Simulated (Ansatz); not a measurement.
ZnSnO3 (R3c), PBEsol, rigid bands (Ansatz, an electronic-structure program): N_c = 2.17e18 cm⁻³ at 300 K and an electron conductivity mass of 0.196 mₑ along z (a = (2.64, 1.52, 4.67) Å; b = (-2.64, 1.52, 4.67) Å; c = (0.00, -3.05, 4.67) Å).

Q: For 1e17 electrons per cm³ at 300 K, place the Fermi level, estimate the Seebeck coefficient of a parabolic band with constant τ, and give mobility and conductivity for τ = 50 fs.

A: The level lies k_BT ln(N_c/n) = 0.080 eV below the conduction-band minimum. S ≈ −(k_B/e)[ln(N_c/n) + 5/2] = -481 μV/K, against -479 μV/K from the full bands (mean over directions). μ = eτ/m = 449 cm²/(V·s) and σ = neμ = 7.19 S/cm. τ is assumed, not computed.

Band transport and this doping are assumed; polarons and phonon drag are left out. Spin-orbit coupling is left out.

Computed structure with no diffraction record at hand here (it may be known, metastable or hypothetical): ZnSnO3 (R3c).
